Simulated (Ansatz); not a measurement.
**Effective masses and thermopower of BN under load (space group P6_3mc)**

```xyz
4
Lattice="2.5044 0.0000 0.0000 -1.2522 2.1689 0.0000 0.0000 0.0000 4.1442" Properties=species:S:1:pos:R:3 pbc="T T T"
B      0.0000     1.4459     0.0018
B      1.2522     0.7230     2.0739
N      0.0000     1.4459     1.5523
N      1.2522     0.7230     3.6244
```

Level of theory: r2SCAN, rigid bands (plane waves, PAW, scalar-relativistic; Ansatz, a program for electronic structure). Condition of this run: hydrostatic pressure of 18 GPa (compression positive) (the target of the relaxation). How the cell was made: cell and atoms relaxed with PBEsol, then loaded as said.

```json
{
 "band_gap": "5.65 eV",
 "electron conductivity mass (300 K, dilute)": "0.49 (x), 0.49 (y), 0.29 (z) mₑ",
 "hole conductivity mass (300 K, dilute)": "0.81 (x), 0.81 (y), 1.23 (z) mₑ",
 "effective density of states N_c (300 K)": "1.4e19 cm⁻³",
 "effective density of states N_v (300 K)": "4.7e19 cm⁻³",
 "density_of_states_mass_electrons": "0.66 mₑ",
 "density_of_states_mass_holes": "1.52 mₑ",
 "Seebeck coefficient, n-type 1e19 cm⁻³, 300 K": "-245 μV/K",
 "best n-type power factor at 300 K for τ = 10 fs (best axis; densities from 1e16 to 1e21 cm⁻³ tried, whether or not they can be reached)": "7.4 μW/(cm·K²) at 3e19 cm⁻³",
 "Seebeck coefficient, p-type 1e19 cm⁻³, 300 K": "346 μV/K",
 "best p-type power factor at 300 K for τ = 10 fs (best axis; densities from 1e16 to 1e21 cm⁻³ tried, whether or not they can be reached)": "9.2 μW/(cm·K²) at 1e20 cm⁻³"
}
```

Rigid bands; masses and Seebeck coefficients take one relaxation time τ for all states and one kind of carrier; polarons and phonon drag are left out. Spin-orbit coupling is left out. Geometry: cell and atoms relaxed with PBEsol.
